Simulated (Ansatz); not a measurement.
# How the smallest direct gap on the k points sampled of GeSiC2 (model structure, started from the AlGaN2 type, P-4m2, No. 115, 4 atoms in the cell) moves with the method

No measured value is used here.

| level (code) | value (eV) |
|---|---|
| LDA (Ansatz) | 1.81 |
| PBE+SOC (Ansatz) | (withheld) |
| PBEsol+SOC (Ansatz) | (withheld) |
| r²SCAN+SOC (Ansatz) | 2.14 |
| HSE06+SOC (Ansatz) | 2.61 |
| PBE0 (Ansatz) | (withheld) |
| r²SCAN0 (Ansatz) | 3.53 |
| G0W0@HSE06 (Ansatz) | 3.06 |
| G0W0@PBEsol (Ansatz) | 2.70 |

Problem. Complete the blanks.

Solution. 
- PBE+SOC (Ansatz, an electronic-structure program), value (eV): 1.84
- PBEsol+SOC (Ansatz), value (eV): 1.74
- PBE0 (Ansatz), value (eV): 3.33

At these levels the smallest gap is indirect and lower: LDA 1.45, PBE+SOC 1.48, PBEsol+SOC 1.36, r²SCAN+SOC 1.78, HSE06+SOC 2.28, PBE0 3.01, r²SCAN0 3.20, G0W0@HSE06 2.75, G0W0@PBEsol 2.42 eV. Computed values are for a static lattice. Levels without +SOC have no spin–orbit coupling; where heavier elements are present it shifts gaps, mostly down, and can invert bands.  G0W0@HSE06, G0W0@PBEsol: filled d or f shells below the valence bands can shift G0W0 gaps through exchange with them, which wasn't tested here. G0W0@HSE06: GW on a hybrid start was not checked against another program. Values are at the PBEsol cell. Cutoffs and k meshes differ between the levels. Ansatz's density-functional and Hartree–Fock values are scalar-relativistic unless marked +SOC, with PAW data made under PBE.

A model structure was made by putting elements into a prototype or built by hand; it is no filed structure, need not be a known phase, and can be a saddle point held by its symmetry.
